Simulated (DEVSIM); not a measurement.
Device: Co/SiON/n-Si capacitor, at 300 K.

```tsv
layer (left to right)	material	thickness (nm)	Nd (cm⁻³)
1	SiON	16.0	-
2	Si	720	6.4e17
```

Metal gate on the left, work function 5 eV. Fixed charge at the semiconductor interface 5e11 cm⁻² (in units of +e); no interface traps.

This is a model device: material constants are rounded textbook-type values typed into the input, and sizes, dopings and lifetimes were drawn at random. Values at 300 K.

| parameter | SiON | Si |
|---|---|---|
| gap (eV) | 7 | 1.124 |
| affinity (eV) | 1.4 | 4.05 |
| permittivity | 5.5 | 11.7 |
| Nc (cm⁻³) | - | 2.86e19 |
| Nv (cm⁻³) | - | 3.1e19 |

Model (solved in DEVSIM): 1D Poisson equation in equilibrium, Boltzmann statistics, complete ionisation; no quantum confinement or tunnelling. Metal contacts follow the ideal Schottky-Mott rule: no Fermi-level pinning, no interface dipoles.

**Question.** Tabulate band edges, carrier densities and field at -1.5 V on the gate.

**Answer.** Energies count from the Fermi level of the right contact; mesh points crowd at the junctions.

| x (μm) | Ec (eV) | Ev (eV) | n (cm⁻³) | p (cm⁻³) | field (V/cm) |
|---|---|---|---|---|---|
| 0.000 | 5.100 | -1.900 | < 1e2 | < 1e2 | -980000 |
| 0.001139 | 4.988 | -2.012 | < 1e2 | < 1e2 | -980000 |
| 0.003096 | 4.795 | -2.205 | < 1e2 | < 1e2 | -980000 |
| 0.006818 | 4.428 | -2.572 | < 1e2 | < 1e2 | -980000 |
| 0.01240 | 3.878 | -3.122 | < 1e2 | < 1e2 | -980000 |
| 0.01466 | 3.656 | -3.344 | < 1e2 | < 1e2 | -980000 |
| 0.01589 | 3.535 | -3.465 | < 1e2 | < 1e2 | -980000 |
| 0.01745 | 0.820 | -0.304 | 480000 | 2.4e14 | -370000 |
| 0.02016 | 0.723 | -0.401 | 2.0e7 | 5.7e12 | -340000 |
| 0.02530 | 0.559 | -0.565 | 1.2e10 | 1.0e10 | -290000 |
| 0.03612 | 0.300 | -0.824 | 2.7e14 | 440000 | -190000 |
| 0.06782 | 0.100 | -1.024 | 6.1e17 | 190 | -2700 |
| 0.1226 | 0.098 | -1.026 | 6.4e17 | 180 | ≈ 0 |
| 0.2339 | 0.098 | -1.026 | 6.4e17 | 180 | ≈ 0 |
| 0.4964 | 0.098 | -1.026 | 6.4e17 | 180 | ≈ 0 |
| 0.6187 | 0.098 | -1.026 | 6.4e17 | 180 | ≈ 0 |
| 0.6769 | 0.098 | -1.026 | 6.4e17 | 180 | ≈ 0 |
| 0.7075 | 0.098 | -1.026 | 6.4e17 | 180 | ≈ 0 |
| 0.7253 | 0.098 | -1.026 | 6.4e17 | 180 | ≈ 0 |
| 0.7313 | 0.098 | -1.026 | 6.4e17 | 180 | ≈ 0 |
| 0.7343 | 0.098 | -1.026 | 6.4e17 | 180 | ≈ 0 |
| 0.7360 | 0.098 | -1.026 | 6.4e17 | 180 | ≈ 0 |
